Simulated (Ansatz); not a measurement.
Bi: element substitutions

Take Bi in the A7 type structure (space group R-3m, No. 166) as the base.

```yaml
crystal:
  lattice:
    - [2.23648, 1.29123, 3.75997]
    - [-2.23648, 1.29123, 3.75997]
    - [0.00000, -2.58246, 3.75997]
  atoms:
    - { symbol: Bi, position: [0.23968, 0.23968, 0.23968] }
    - { symbol: Bi, position: [0.76032, 0.76032, 0.76032] }
```

Each row replaces one element on all its sites; cell and atoms are relaxed.

All numbers come from PBEsol-D3(BJ)/PAW in Ansatz (a program for electronic structure), scalar-relativistic without spin-orbit coupling, earlier PAW set.

**Question.** Only one of these keeps the space group of the base. Which?
(A) Bi → Os
(B) Bi → P
(C) Bi → B
(D) Bi → Rh

**Answer.** B, Bi → P. Computed: Bi → P: R-3m (No. 166); Bi → Os: Im-3m (No. 229); Bi → B: Pm-3m (No. 221); Bi → Rh: Pm-3m (No. 221)

Whether these cells are dynamically stable was not tested. As relaxed here, Os, B and Rh are hypothetical phases, not in the database extracts checked. For P in this form, whether it has been made was not checked. All final runs are without spin polarisation. Rh has a high density of states at the Fermi level and may be magnetic at this level. The D3 term's C6 switches between coordination references near this geometry, which can add small steps to energies. This is not the structure that P has at room temperature and ambient pressure.
